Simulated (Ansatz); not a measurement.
## Worked example: self-consistent single point of CaC2 (C2/m, 6 atoms in the cell) in Ansatz

Method: LDA (PW92), default PAW files made with PBE (plane waves; Ansatz, a first-principles code).

The input file:

Ansatz 0.2 input:
```yaml
# CaC2
crystal:
  lattice:
    - [3.58963700, -1.92104100, 0.00000000]
    - [3.58963700, 1.92104100, 0.00000000]
    - [-2.17074300, 0.00000000, 7.11421000]
  atoms:
    - { symbol: Ca, position: [0.79741000, 0.79741000, 0.75351000] }
    - { symbol: Ca, position: [0.20259000, 0.20259000, 0.24649000] }
    - { symbol: C, position: [0.07922000, 0.07922000, 0.56431000] }
    - { symbol: C, position: [0.92078000, 0.92078000, 0.43569000] }
    - { symbol: C, position: [0.45186000, 0.45186000, 0.05825000] }
    - { symbol: C, position: [0.54814000, 0.54814000, 0.94175000] }
basis:
  ecutwfc: 420.0
kpoints:
  mp_grid: { grid: [7, 7, 4] }
hamiltonian:
  xc: lda
  pseudopotentials: { kind: paw }
scf:
  occupations: { method: fixed }
output:
  forces: true
  eigenvalues: true
  stress: true
```

Output, abridged:

```
WARN ansatz: RAYON_NUM_THREADS=1 ignored (pool sized by the plan → 1); use --threads N
Pseudopotentials: kind: paw
Pseudopotential: Ca, paw, valence charge 10
Pseudopotential: C, paw, valence charge 4
Crystal: 6 atoms, lattice volume = 98.117 Å³
Basis set: ecut = 420 eV, 1929 PW (Γ)
Bands: 24, of which v1, the nominal top of the filled ones, is band 18 counted from 1 (17 counted from 0)
Symmetry: 4 space group operations
Space group: C2/m (ITA 12), of the structure as read, at distance tolerance 4.6e-5 Å
k-points: 60 of 196
PAW frozen core: Ca, regenerated for the run's functional, and the local potential with it
PAW frozen core: C, regenerated for the run's functional, and the local potential with it
Initial density: superposition of atomic densities (neutral atoms: chi_scale 0, normalization atom), corrected by the library's trained network
Initial wavefunctions: pseudopotential atomic-orbital guess
Eigensolver: davidson
Functional: x = slater, c = lda
SCF iter   1: F=—  HF=-4516.589602 eV  |F-HF|=—  |Δ(HF+E_count)|=         —  Δρ=7.11e-3  dr2=5.35e-2  ethr=1.77e-3  ⟨swp⟩=4.2  Hψ=5909  notcnv=0  defer=194
all-band conjugate gradients solve this SCF's bands
preconditioner: auto → Resta (q_TF=auto, 2.308 Å⁻¹)
SCF iter   2: F=—  HF=-4516.573696 eV  |F-HF|=—  |Δ(HF+E_count)|=   1.59e-2  Δρ=3.40e-3  dr2=9.12e-3  ethr=1.49e-4  ⟨swp⟩=2.1  Hψ=2379  notcnv=0  defer=240
SCF iter   3: F=—  HF=-4516.570885 eV  |F-HF|=—  |Δ(HF+E_count)|=   2.81e-3  Δρ=7.35e-4  dr2=4.05e-4  ethr=2.53e-5  ⟨swp⟩=2.0  Hψ=1939  notcnv=0  defer=240
SCF iter   4: F=—  HF=-4516.570841 eV  |F-HF|=—  |Δ(HF+E_count)|=   4.41e-5  Δρ=1.03e-4  dr2=1.11e-5  ethr=1.13e-6  ⟨swp⟩=2.2  Hψ=2018  notcnv=0  defer=240
SCF iter   5: F=—  HF=-4516.570845 eV  |F-HF|=—  |Δ(HF+E_count)|=   3.94e-6  Δρ=2.65e-5  dr2=9.61e-7  ethr=3.09e-8  ⟨swp⟩=2.6  Hψ=1936  notcnv=0  defer=127
SCF iter   6: F=—  HF=-4516.570845 eV  |F-HF|=—  |Δ(HF+E_count)|=   1.06e-7  Δρ=1.20e-5  dr2=2.06e-7  ethr=2.78e-10  ⟨swp⟩=14.1  Hψ=10508  notcnv=0
SCF iter   7: F=-4516.570845 eV  HF=-4516.570845 eV  |F-HF|=1.01e-9  |Δ(HF+E_count)|=   4.28e-8  Δρ=1.82e-6  dr2=2.83e-9  ethr=2.78e-10  ⟨swp⟩=4.8  Hψ=4524  notcnv=0
SCF 1 converged in 7 iterations: F = -4516.570845 eV  dr2 = 2.83e-9
SCF converged after 7 iterations
Free energy (F): -4516.570845 eV
Harris-Foulkes:  -4516.570845 eV  (|F-HF|=1.01e-9)
Internal energy: -4516.570845 eV  (E = F + TS)
E sigma→0 (E₀):  -4516.570845 eV
Fermi energy:    3.883598 eV
--- Per-component energies (eV) ---
  E_band       = -317.496571
  E_kinetic    = 898.394205
  E_local      = -1958.095045  (includes V_loc(G=0)·N_el)
  E_nonlocal   = 249.900808
  E_hartree    = 611.398656
  E_xc         = -456.589613
  E_vxc        = -571.067554  (∫ρ·V_xc dr)
  E_paw        = -1997.571949  (= ΣΔE_a)
  E_vpaw       = -159.426555  (= ΣTr[D̂ρ^β])
  E_aug_tail   = 0.000021  (compensation charges beyond the density's cutoff)
  E_ewald      = -1864.825588
  E_core_change = 0.817662  (= ΣΔE_core)
  E_smearing   = -0.000000  (= −TS)
  E_closure    = -0.000000  (closes the sum)
  Σ components = -4516.570845   (vs F -4516.570845, Δ=0.00e0)
--- Forces (eV/Å), atoms counted from 1 ---
  atom   1  Ca    -0.05699071     0.00000000    -0.01809531
  atom   2  Ca     0.05699071     0.00000000     0.01809531
  atom   3  C     -0.11131704     0.00000000    -0.10325794
  atom   4  C      0.11131704     0.00000000     0.10325794
  atom   5  C      0.16119733     0.00000000    -0.08432637
  atom   6  C     -0.16119733     0.00000000     0.08432637
  max |Σ_I F_I| component: 1.39e-17 eV/Å
--- Stress (GPa, compression-positive) ---
       -5.467254       0.000000       0.217022
        0.000000      -4.695973      -0.000000
        0.217022      -0.000000      -5.145744
  P = ⅓ Tr σ = -5.1030 GPa (-51.030 kbar)
  The stress holds the Pulay correction. Without it, at fixed plane waves, as pw.x and ABINIT print it: P = -5.3642 GPa
--- Band table (eV; the first three rows and the last of 60) ---
  k-point 0: bands = ["-34.1789", "-34.1718", "-15.5696", "-15.4422", "-15.3880", "-15.3776", "-15.3762", "-15.3725", "-8.1818", "-7.7735", "-0.1069", "1.7791", "1.9124", "2.8127", "3.0420", "3.1437", "3.4192", "3.5902", "6.9122", "7.8054", [...]
  k-point 1: bands = ["-34.1779", "-34.1728", "-15.5512", "-15.4602", "-15.3867", "-15.3791", "-15.3788", "-15.3710", "-8.1351", "-7.8235", "0.0720", "1.2368", "2.1720", "2.8323", "2.8869", "3.3105", "3.4701", "3.6142", "7.0829", "8.0659", "8.2988", [...]
  k-point 2: bands = ["-34.1756", "-34.1751", "-15.5125", "-15.4986", "-15.3860", "-15.3806", "-15.3802", "-15.3699", "-8.0642", "-7.8976", "0.5241", "0.6065", "2.4111", "2.5064", "3.0076", "3.3057", "3.6067", "3.6322", "7.4408", "7.7680", "8.5530", [...]
  k-point 59: bands = ["-34.1694", "-34.1656", "-15.5412", "-15.5068", "-15.4509", "-15.4391", "-15.4167", "-15.4110", "-7.8754", "-7.7107", "0.3096", "0.3684", "1.9638", "1.9917", "2.5672", "2.7987", "3.6885", "3.8109", "8.5415", "8.9843", [...]
```

The run converged in 7 iterations.

The starting cell comes from a database of computed structures (which also holds hypothetical and non-ambient phases and stackings), without a prior relaxation at this level. Its lattice was rescaled by up to half a per cent. With a pressure of about -5 GPa the cell is away from its equilibrium volume at this level. Ansatz's pressure includes its estimate of the finite-basis (Pulay) stress.
